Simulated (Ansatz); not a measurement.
# WSi₂ (model structure, started from the fluorite type, Fm-3m, No. 225, 3 atoms in the cell): properties by level of theory

```json
[
 {"level (code)": "PBE (Ansatz)", "lattice parameter a (Å)": "5.892", "cohesive energy (eV/atom)": "5.32"},
 {"level (code)": "PBEsol (Ansatz)", "lattice parameter a (Å)": "5.834", "cohesive energy (eV/atom)": "5.88"},
 {"level (code)": "PBE-D3(BJ) (Ansatz)", "lattice parameter a (Å)": "5.828", "cohesive energy (eV/atom)": "5.78"},
 {"level (code)": "r²SCAN (Ansatz)", "lattice parameter a (Å)": "5.853", "cohesive energy (eV/atom)": "5.17"},
 {"level (code)": "r²SCAN+rVV10 (Ansatz)", "lattice parameter a (Å)": "5.841", "cohesive energy (eV/atom)": "5.40"}
]
```

Ansatz's density-functional and Hartree–Fock values are scalar-relativistic unless marked +SOC, with PAW data made under PBE.

Free atoms are spin-polarised, in the lowest state found; at levels without +SOC their spin–orbit coupling is left out.

A model structure was made by putting elements into a prototype or built by hand; it is no filed structure, need not be a known phase, and can be a saddle point held by its symmetry.

Ansatz is a first-principles code.
